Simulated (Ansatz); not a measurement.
This concerns the energy change from cell B to cell A (3 Cl replaced by O, in a slab cell with nine atoms a plane). Reaction: cell B + 3/2 O2 (gas) → cell A + 3/2 Cl2 (gas). A negative value means that the right-hand side lies lower.

Cell A: a slab of Ti (hcp, P6₃/mmc) cut along (0001), 63 atoms, hexagonal cell of 8.82 Å (67.4 Å²), symmetry Cm within 0.02 Å, 13.3 Å thick under 16 Å of vacuum, in-plane vectors held at the crystal's; planes from bottom to top: Ti9 × 6 | O3 | Cl6, its two faces unlike (dipole correction applied); added, foreign or displaced atoms, above the top plane: three times O bound to 3 Ti at 1.89–1.95 Å; three times Cl bound to 3 Ti at 2.43–2.48 Å; three times Cl bound to 3 Ti at 2.43–2.46 Å; spin state with PBE: run without spin, k-point mesh 5×5×1.
```
CELL_PARAMETERS angstrom
      8.81956     0.00000     0.00000
      4.40978     7.63796     0.00000
      0.00000     0.00000    29.57188
ATOMIC_POSITIONS crystal
  Ti 0.88858 0.22283 0.27477
  Ti 0.22192 0.22283 0.27477
  Ti 0.55525 0.22283 0.27477
  Ti 0.88843 0.55648 0.27495
  Ti 0.22176 0.55648 0.27495
  Ti 0.55510 0.55648 0.27495
  Ti 0.88856 0.88955 0.27485
  Ti 0.22189 0.88955 0.27485
  Ti 0.55523 0.88955 0.27485
  Ti 0.99962 0.00077 0.34844
  Ti 0.33295 0.00077 0.34844
  Ti 0.66628 0.00077 0.34844
  Ti 0.99973 0.33386 0.34837
  Ti 0.33307 0.33386 0.34837
  Ti 0.66640 0.33386 0.34837
  Ti 0.99949 0.66769 0.34855
  Ti 0.33282 0.66769 0.34855
  Ti 0.66615 0.66769 0.34855
  Ti 0.88868 0.22264 0.42887
  Ti 0.22201 0.22264 0.42887
  Ti 0.55535 0.22264 0.42887
  Ti 0.88848 0.55638 0.42906
  Ti 0.22181 0.55638 0.42906
  Ti 0.55514 0.55638 0.42906
  Ti 0.88864 0.88938 0.42906
  Ti 0.22198 0.88938 0.42906
  Ti 0.55531 0.88938 0.42906
  Ti 0.00046 0.99909 0.50737
  Ti 0.33379 0.99909 0.50737
  Ti 0.66712 0.99909 0.50737
  Ti 0.99920 0.33494 0.50656
  Ti 0.33253 0.33494 0.50656
  Ti 0.66586 0.33494 0.50656
  Ti 0.00018 0.66630 0.50735
  Ti 0.33352 0.66630 0.50735
  Ti 0.66685 0.66630 0.50735
  Ti 0.88964 0.22073 0.58544
  Ti 0.22297 0.22073 0.58544
  Ti 0.55630 0.22073 0.58544
  Ti 0.88762 0.55809 0.58791
  Ti 0.22095 0.55809 0.58791
  Ti 0.55429 0.55809 0.58791
  Ti 0.89019 0.88628 0.58683
  Ti 0.22353 0.88628 0.58683
  Ti 0.55686 0.88628 0.58683
  Ti 0.99464 0.01072 0.66595
  Ti 0.32798 0.01072 0.66595
  Ti 0.66131 0.01072 0.66595
  Ti 0.00254 0.32825 0.66285
  Ti 0.33587 0.32825 0.66285
  Ti 0.66921 0.32825 0.66285
  Ti 0.00080 0.66506 0.66599
  Ti 0.33414 0.66506 0.66599
  Ti 0.66747 0.66506 0.66599
  O  0.11195 0.10942 0.69674
  O  0.44529 0.10942 0.69674
  O  0.77862 0.10942 0.69674
  Cl 0.11966 0.42735 0.72309
  Cl 0.45299 0.42735 0.72309
  Cl 0.78633 0.42735 0.72309
  Cl 0.10624 0.78752 0.72462
  Cl 0.43957 0.78752 0.72462
  Cl 0.77290 0.78752 0.72462
```

Cell B: a slab of Ti (hcp, P6₃/mmc) cut along (0001), 63 atoms, hexagonal cell of 8.82 Å (67.4 Å²), symmetry P3m1 within 0.02 Å, 13.2 Å thick under 16 Å of vacuum, in-plane vectors held at the crystal's; planes from bottom to top: Ti9 × 6 | Cl9, its two faces unlike (dipole correction applied); added, foreign or displaced atoms, above the top plane: nine times Cl bound to 3 Ti at 2.41 Å; spin state with PBE: run without spin, k-point mesh 5×5×1.
```
CELL_PARAMETERS angstrom
      8.81956     0.00000     0.00000
      4.40978     7.63796     0.00000
      0.00000     0.00000    29.57188
ATOMIC_POSITIONS crystal
  Ti 0.88889 0.22222 0.27580
  Ti 0.22222 0.22222 0.27580
  Ti 0.55556 0.22222 0.27580
  Ti 0.88889 0.55556 0.27580
  Ti 0.22222 0.55556 0.27580
  Ti 0.55556 0.55556 0.27580
  Ti 0.88889 0.88889 0.27580
  Ti 0.22222 0.88889 0.27580
  Ti 0.55556 0.88889 0.27580
  Ti 0.00000 0.00000 0.34941
  Ti 0.33333 0.00000 0.34941
  Ti 0.66667 0.00000 0.34941
  Ti 0.00000 0.33333 0.34941
  Ti 0.33333 0.33333 0.34941
  Ti 0.66667 0.33333 0.34941
  Ti 0.00000 0.66667 0.34941
  Ti 0.33333 0.66667 0.34941
  Ti 0.66667 0.66667 0.34941
  Ti 0.88889 0.22222 0.42987
  Ti 0.22222 0.22222 0.42987
  Ti 0.55556 0.22222 0.42987
  Ti 0.88889 0.55556 0.42987
  Ti 0.22222 0.55556 0.42987
  Ti 0.55556 0.55556 0.42987
  Ti 0.88889 0.88889 0.42987
  Ti 0.22222 0.88889 0.42987
  Ti 0.55556 0.88889 0.42987
  Ti 0.00000 0.00000 0.50815
  Ti 0.33333 0.00000 0.50815
  Ti 0.66667 0.00000 0.50815
  Ti 0.00000 0.33333 0.50815
  Ti 0.33333 0.33333 0.50815
  Ti 0.66667 0.33333 0.50815
  Ti 0.00000 0.66667 0.50815
  Ti 0.33333 0.66667 0.50815
  Ti 0.66667 0.66667 0.50815
  Ti 0.88889 0.22222 0.58766
  Ti 0.22222 0.22222 0.58766
  Ti 0.55556 0.22222 0.58766
  Ti 0.88889 0.55556 0.58766
  Ti 0.22222 0.55556 0.58766
  Ti 0.55556 0.55556 0.58766
  Ti 0.88889 0.88889 0.58766
  Ti 0.22222 0.88889 0.58766
  Ti 0.55556 0.88889 0.58766
  Ti 0.00000 0.00000 0.66409
  Ti 0.33333 0.00000 0.66409
  Ti 0.66667 0.00000 0.66409
  Ti 0.00000 0.33333 0.66409
  Ti 0.33333 0.33333 0.66409
  Ti 0.66667 0.33333 0.66409
  Ti 0.00000 0.66667 0.66409
  Ti 0.33333 0.66667 0.66409
  Ti 0.66667 0.66667 0.66409
  Cl 0.11111 0.11111 0.72214
  Cl 0.44444 0.11111 0.72214
  Cl 0.77778 0.11111 0.72214
  Cl 0.11111 0.44444 0.72214
  Cl 0.44444 0.44444 0.72214
  Cl 0.77778 0.44444 0.72214
  Cl 0.11111 0.77778 0.72214
  Cl 0.44444 0.77778 0.72214
  Cl 0.77778 0.77778 0.72214
```

Reference: an isolated Cl2 molecule (singlet) in a box of 11 × 11 × 14 Å.

Reference: an isolated O2 molecule (triplet) in a box of 11 × 11 × 13 Å.

Computed with Ansatz (plane waves, PAW), its default PAW set, cutoff 420 eV, 500 eV for r2SCAN. The structures are at rest with PBE, within the held lattices; other levels are single points on them. Neutral cells; Fermi-Dirac smearing of at most 0.10 eV in the solids, energies taken to zero width. The lattices are those relaxed with PBE, so at other levels the solids can be strained, which adds to the spread. Larger cells are relaxed from a start prepared with the learned potential CHGNet, on a coarser mesh till forces fall under 0.03 eV/Å, which some starts already meet. A dispersion term (D3(BJ), or D4 for r2SCAN) was computed beside these levels and is taken off wherever the name lacks it. The PAW files were made for PBE and serve at the other functionals too. Space groups of crystals are read within 0.01 Å. Static lattices, no vibrational contributions. Cells are local rest points, mostly with their start's symmetry. No correction for cell size. Cell A has symmetry Cm within 0.02 Å and got no random move, so less symmetric positions, which may lie lower, weren't tried. Cell B has symmetry P3m1 within 0.02 Å and got no random move, so less symmetric positions, which may lie lower, weren't tried.

Predict the value from PBE.

-8.06 eV, for cell B + 3/2 O2 (gas) → cell A + 3/2 Cl2 (gas).

How does the value move with the functional?


| Method | value (eV) | less PBE |
|---|---|---|
| r2SCAN | -8.20 | -0.14 |

The levels shown span 0.14 eV, from r2SCAN (-8.20) to PBE (-8.06).

Ansatz is a program for electronic structure.
